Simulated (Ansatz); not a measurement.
CdS (model structure, started from the BeO type, P4₂/mnm, No. 136, 8 atoms in the cell), treated with PBEsol (plane waves, PAW; Ansatz, a program for electronic structure).

Run with plane-wave cutoff 520 eV, 6×6×8 k mesh (along the axes of the cell as run), Fermi–Dirac smearing 0.01 eV, scalar-relativistic PAW data made under PBE.

Cell (relaxed with PBEsol):

```cif
data_Cd4S4
_chemical_formula_sum 'Cd4 S4'
_space_group_name_H-M_alt 'P 1'
_space_group_IT_number 1
_cell_length_a 7.08168
_cell_length_b 7.08168
_cell_length_c 4.14415
_cell_angle_alpha 90.000
_cell_angle_beta 90.000
_cell_angle_gamma 90.000
loop_
_space_group_symop_operation_xyz
  'x, y, z'
loop_
_atom_site_label
_atom_site_type_symbol
_atom_site_fract_x
_atom_site_fract_y
_atom_site_fract_z
_atom_site_occupancy
Cd1 Cd 0.32138 0.67862 0.00000 1
Cd2 Cd 0.67862 0.32138 0.00000 1
Cd3 Cd 0.82138 0.82138 0.50000 1
Cd4 Cd 0.17862 0.17862 0.50000 1
S1 S 0.31727 0.31727 0.00000 1
S2 S 0.68273 0.68273 0.00000 1
S3 S 0.18273 0.81727 0.50000 1
S4 S 0.81727 0.18273 0.50000 1
```

Question: Predict the band gap.

Answer: 
band gap: 1.18 eV

Note: the relaxation could raise the start's symmetry but not lower it, so the cell can be a saddle point.

Spin–orbit coupling is not included.

The computed numbers hold no vibrational or temperature effects.

A model structure was made by putting elements into a prototype or built by hand; it is no filed structure, need not be a known phase, and can be a saddle point held by its symmetry.
